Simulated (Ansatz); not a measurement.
Adsorption energy and surface dipole of O on the 1x1 (111) surface of fcc Ag, one in a 1x1 cell, started at the site 'hollow Ag-Ag-Ag over Ag at depth 2.4 Å', worked from the runs' numbers; total energies count from the potentials' own zero.

Level of theory: PBE (plane waves to 420 eV, PAW; Ansatz, a first-principles code).

Slab: 5 atoms, 7.1 Å thick at the start under the adsorbate (thin: gaps and levels are the slab's own); k 12x12x1, smearing 0.1 eV, dipole-corrected; 2 atoms held, the rest relaxed; start symmetry kept, larger cells not searched; spin-polarised, no spin-orbit, no U, no dispersion correction. At the end it is bonded to 3 Ag. In PBE this state lies 0.05 eV over the lowest of the starts that converged ('hollow Ag-Ag-Ag over Ag at depth 4.7 Å').

```
quantity                                                            value
----------------------------------------------------------  -------------
slab with the adsorbate                                     -30925.509 eV
clean slab, same cell and mesh                              -30361.527 eV
reference, ½ O2(g)                                            -564.968 eV
area of the cell                                                  7.45 Å²
change of the step from the bottom to the top vacuum level       3.583 eV
```

### Question
What is the adsorption energy against this reference?

### Answer
E(slab + adsorbate) − E(slab) − E(reference) = 0.99 eV, so in this state the adsorbate is less stable than in the reference, at a coverage of 13.42 a nm².

### Question
What dipole does adsorption add to the slab along the outward normal (Helmholtz relation, ε₀ = 0.005526 e/(V·Å))?

### Answer
p = −ε₀·A·ΔV = -0.148 e·Å = -0.71 D; its negative end points to the vacuum, which raises the vacuum level.
